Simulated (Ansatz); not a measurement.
Here is the system:

Host crystal: monoclinic HfO2, with a band gap (PBE, scalar-relativistic without spin-orbit coupling).

End structure of OH on the 1x1 (100) surface of monoclinic HfO2 (cut with top plane 2 O), one in a 1x1 cell, started at the site 'over Hf at depth 1.0 Å':

```yaml
crystal:
  lattice:
    - [5.21201, 0.00000, 0.00000]
    - [0.00000, 5.35246, 0.00000]
    - [0.00000, 0.00000, 28.50000]
  atoms:
    - { symbol: O, position: [0.18629, 0.86339, 0.33630] }
    - { symbol: O, position: [0.31371, 0.36339, 0.33630] }
    - { symbol: Hf, position: [0.07292, 0.16028, 0.37287] }
    - { symbol: Hf, position: [0.42708, 0.66028, 0.37287] }
    - { symbol: O, position: [0.73895, 0.90072, 0.39944] }
    - { symbol: O, position: [0.76105, 0.40072, 0.39944] }
    - { symbol: O, position: [0.24321, 0.43921, 0.42373] }
    - { symbol: O, position: [0.25679, 0.93921, 0.42373] }
    - { symbol: Hf, position: [0.55357, 0.17504, 0.45058] }
    - { symbol: Hf, position: [0.94643, 0.67504, 0.45058] }
    - { symbol: O, position: [0.66702, 0.50181, 0.48738] }
    - { symbol: O, position: [0.83298, 0.00181, 0.48738] }
    - { symbol: O, position: [0.16534, 0.67099, 0.51187] }
    - { symbol: O, position: [0.33315, 0.17335, 0.51258] }
    - { symbol: Hf, position: [0.05164, 0.99829, 0.54955] }
    - { symbol: Hf, position: [0.45398, 0.49923, 0.54952] }
    - { symbol: O, position: [0.74060, 0.74326, 0.58010] }
    - { symbol: O, position: [0.76499, 0.24857, 0.57693] }
    - { symbol: O, position: [0.25543, 0.26840, 0.60123] }
    - { symbol: O, position: [0.25555, 0.76375, 0.59756] }
    - { symbol: Hf, position: [0.55593, 0.00522, 0.63518] }
    - { symbol: Hf, position: [0.94997, 0.50299, 0.62458] }
    - { symbol: O, position: [0.74118, 0.28817, 0.66716] }
    - { symbol: O, position: [0.81682, 0.77761, 0.66993] }
    - { symbol: O, position: [0.30497, 0.92388, 0.68595] }
    - { symbol: H, position: [0.29860, 0.97091, 0.71872] }
```

Slab: 26 atoms, 9.3 Å thick at the start under the adsorbate (thin: gaps and levels are the slab's own); k 4x4x1, smearing 0.01 eV, dipole-corrected; single point; no symmetry held, on the structure that PBE left; spin-polarised, ending with about 1.0 μB a cell, a value that depends on the mesh; orders that need a larger cell were not tried, no spin-orbit, no U, no dispersion correction. The slab shows no gap over 0.04 eV on its mesh. The program's check for a lower electronic state was not made. At the end it is bonded to Hf. In PBE it is, or lies within 0.03 eV of, the lowest of the starts that converged; the order may differ at this level.

A negative adsorption energy means that the adsorbate is more stable on the surface than in its reference.

Task: What is the computed work function of the top face (r2SCAN, at the PBE geometry and the start's symmetry (Ansatz, a quantum-chemistry and plane-wave program))?

Result: 6.78 eV

Task: Predict the change of the step from the bottom to the top vacuum level, against the clean slab from r2SCAN, at the PBE geometry and the start's symmetry.

Result: -0.77 eV

Task: Estimate the adsorption energy against H2O(g) − ½ H2(g) at the same level that r2SCAN, at the PBE geometry and the start's symmetry returns for this input.

Result: 1.28 eV
